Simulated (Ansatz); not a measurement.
Input:

```yaml
crystal:
  lattice:
    - [0.00000, 2.91179, 2.91179]
    - [2.91179, 0.00000, 2.91179]
    - [2.91179, 2.91179, 0.00000]
  atoms:
    - { symbol: In, position: [0.00000, 0.00000, 0.00000] }
    - { symbol: P, position: [0.25000, 0.25000, 0.25000] }
```

Level of theory: r2SCAN with spin-orbit coupling, rigid bands (plane waves, PAW; Ansatz, an electronic-structure program). Condition of this run: hydrostatic pressure of 2 GPa (compression positive) (the target of the relaxation). Cell: cell and atoms relaxed with PBEsol, then loaded as said.

Task: What conductivity effective mass do dilute holes have at 300 K?

Result: 0.54 mₑ.

Task: Predict the electron conductivity mass (n e² τ/σ) at 300 K, by direction if it differs.

Result: 0.099 mₑ.

Task: And the band gap?

Result: 1.25 eV at this level; semilocal functionals usually fall short of the measured gap.

Rigid bands, one relaxation time for all states, no polarons. Geometry: cell and atoms relaxed with PBEsol.
